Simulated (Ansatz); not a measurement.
Cost and result by functional for the surface energy of the (110) surface of fcc Pt in its 1x1 cell (the real clean face reconstructs), outermost plane spacing 1.40 Å in the ideal cut, in Ansatz (plane waves, PAW). Single points on the PBE structure, on one kind of machine; costs are rough ratios of the slab run's core time (references not counted) to the cheapest single point. r2SCAN's cost holds its higher cutoff (500 against 420 eV). Differences are taken against r2SCAN for comparison alone: no measured value is at hand, so the table doesn't rank accuracy.

Slab: 8 atoms, 9.8 Å thick at the start (thin: gaps and levels are the slab's own); k 13x10x1, smearing 0.1 eV, dipole-corrected; all atoms relaxed; symmetry of the start imposed; no spin, no spin-orbit, no U. These notes are the PBE run's.

| functional | relative cost | surface energy (J/m²) | less r2SCAN (J/m²) |
|---|---|---|---|
| LDA | 1 | 2.50 | 0.39 |
| PBEsol | 1 | 2.32 | 0.21 |
| RPBE | 1 | 1.64 | -0.47 |
| r2SCAN | 3 | 2.11 | 0.00 |
| PBE (the relaxed run's value) | – | 1.90 | -0.21 |

The values span 0.86 J/m², while the single points' costs differ by a factor of roughly 3. Differences are of unrounded values.

Ansatz is a first-principles code.
